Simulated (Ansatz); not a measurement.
C on the N site in metastable zinc-blende AlN (start: the N site; 64-site cell, 2×2×2 shifted sampling). Computed with PBE, PAW (plane waves to 420 eV; Ansatz, an electronic-structure program). Total energies of the localised charge states, counted from that of charge +1, and their image corrections (point charge with alignment); the host's valence-band maximum lies at 6.722 eV on the cells' energy zero and its gap is 3.31 eV.

```
charge         moment (μB)  E − E(first) (eV)  correction (eV)
------  ------------------  -----------------  ---------------
+1                     2.0              0.000            0.208
0                      1.0              7.213            0.000
−1      not spin-polarised             14.732            0.240
```

Q: Derive the transition levels above the valence-band maximum and say which of them are thermodynamic.

A: A level is the Fermi energy at which two charges have equal formation energy: ε(q/q′) = [E(q′) + corr(q′) − E(q) − corr(q)] / (q − q′) − E_VBM.
ε(+1/0) = [(7.213 + 0.000) − (0.000 + 0.208)] / 1 − 6.722 = 0.28 eV
ε(0/−1) = [(14.732 + 0.240) − (7.213 + 0.000)] / 1 − 6.722 = 1.04 eV
Thermodynamic levels at least 0.1 eV inside the gap: (+1/0) at 0.28 eV; (0/−1) at 1.04 eV. They hold to tenths of an eV in this cell. Only the charges listed were compared. Flagged in the runs: a doubtful potential alignment.
